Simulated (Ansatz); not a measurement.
Band structure of LiH4BrO2 (P-1, 16 atoms in the cell).

```
LiH4BrO2
1.0
    5.38066     0.00000     0.00000
    2.68620     5.91265     0.00000
    0.90015     2.75661     5.82106
Br Li O H
2 2 4 8
Direct
  0.25544   0.12204   0.23322
  0.74456   0.87796   0.76678
  0.30900   0.37800   0.48300
  0.69100   0.62200   0.51700
  0.98580   0.71820   0.29510
  0.01420   0.28180   0.70490
  0.61310   0.48070   0.29140
  0.38690   0.51930   0.70860
  0.98000   0.84000   0.31200
  0.02000   0.16000   0.68800
  0.77900   0.38800   0.30000
  0.22100   0.61200   0.70000
  0.58800   0.60100   0.16200
  0.41200   0.39900   0.83800
  0.97000   0.77000   0.15300
  0.03000   0.23000   0.84700
```

Method of the run: PBEsol, default PAW files made with PBE (plane waves; Ansatz, a quantum-chemistry and plane-wave program).

Settings: kpoints.mp_grid.grid = 4 3 3; hamiltonian.xc = pbesol; hamiltonian.pseudopotentials = {kind: paw} (the program's default PAW files); scf.occupations.method = fermi_dirac; scf.occupations.width = 0.1 eV; kpoints.band_path.path = [[0.5, 0.0, 0.0], [0.0, 0.0, 0.0], [0.0, 0.0, -0.5]]; kpoints.band_path.npoints = 10.

The starting cell comes from a database of published, mostly measured structures (it also holds non-ambient and calculated ones), without a prior relaxation at this level. Its lattice was rescaled by a random factor within 2.5 % of one.

Question: Predict the gap along the standard path and the places of the band edges.

Answer: The gap along the path is 4.20 eV, direct at Γ to within 0.01 eV.

Levels in eV from the top of the valence band on the path, bands 23 to 30:
```
point     23     24     25     26    27    28    29    30
-----  -----  -----  -----  -----  ----  ----  ----  ----
X      -0.69  -0.56  -0.24  -0.17  6.13  6.56  7.00  7.08
Γ      -0.49  -0.46  -0.16   0.00  4.20  6.63  7.57  7.87
Y      -0.60  -0.45  -0.23  -0.21  5.33  6.57  7.21  7.92
```

Keys are those of Ansatz 0.2.
